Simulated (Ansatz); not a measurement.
## What uniaxial strain ε_xx = +0.75 % does to LiNbO3

The parent structure is LiNbO₃ (space group R3c, No. 161).

```
LiNbO3
1.0
    2.56733     1.48225     4.60804
   -2.56733     1.48225     4.60804
    0.00000    -2.96450     4.60804
Li Nb O
2 2 6
Direct
  0.28078   0.28078   0.28078
  0.78078   0.78078   0.78078
  0.99839   0.99839   0.99839
  0.49839   0.49839   0.49839
  0.10932   0.35998   0.71863
  0.71863   0.10932   0.35998
  0.35998   0.71863   0.10932
  0.21863   0.85998   0.60932
  0.85998   0.60932   0.21863
  0.60932   0.21863   0.85998
```

Cartesian axes are those of the cell as printed.

One thing is altered: uniaxial strain ε_xx = +0.75 %, all other strain components held at zero; the atoms relax in the strained cell.

Computed with PBEsol (Ansatz, an electronic-structure program, PAW, no spin-orbit coupling). Γ-centred 8×8×8 mesh, Fermi–Dirac width 0.05 eV.

| quantity | base | changed | shift |
|---|---|---|---|
| volume per atom | 10.52 Å³ | 10.60 Å³ | +0.08 Å³ |
| space group | R3c (No. 161) | Cc (No. 9) | – |
| shortest interatomic distance | 1.882 Å | 1.880 Å | -0.002 Å |
| energy relative to the base (free energy F) | 0 meV/atom | +0.4 meV/atom | +0.4 meV/atom |
| pressure (mean of the normal stresses, compression positive) | 0.00 GPa | -0.80 GPa | -0.80 GPa |
| band gap (an upper bound: an edge found on the path is not a true extremum; the base alone) | 3.51 eV | 3.48 eV | -0.03 eV |
| largest internal atomic displacement | – | 0.012 Å | – |
| stress (xx, yy, zz, yz, xz, xy; compression positive) | – | (-1.46, -0.44, -0.49, -0.07, 0.00, 0.00) GPa | – |

Gaps are read on the SCF mesh and a high-symmetry path. Stability against distortions was not tested.
